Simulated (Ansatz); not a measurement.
Functionals compared on a constructed model of the (000-1) surface of 4H silicon carbide, C-terminated, (√3x√3)R30° Au adatom at H3 (bottom of the slab: 3 H on 3 bottom sites), in Ansatz (plane waves, PAW). The structure was relaxed with PBE; the other rows are single points on it. Cutoff 420 eV (500 eV for r2SCAN).

Model: 28-atom slab, 11.0 Å thick at the start with caps and adatoms (thin: gaps and levels are the slab's own), 6x6x1 mesh, Fermi-Dirac 0.025 eV, dipole correction, 6 atoms held, the rest relaxed; held to the start's symmetry, so lower structures may exist; no spin (no spin-polarised run to compare, though such a face may carry moments), no spin-orbit, no U. The slab shows no gap on its mesh. In PBE it is, or lies within 0.01 eV a 1x1 cell of, the lowest of the 2 structures of its composition computed so far; subsurface sites and larger cells were not tried. These notes are the PBE run's.

| functional | work function of the top face (eV) | rough cost of the single point |
|---|---|---|
| PBE | 4.87 | – |
| r2SCAN | … | about 90 core-seconds (a rough figure) |

Q: Some entries are withheld; supply them.

A: 
- r2SCAN, work function of the top face (eV): 4.89

Ansatz is a quantum-chemistry and plane-wave program.
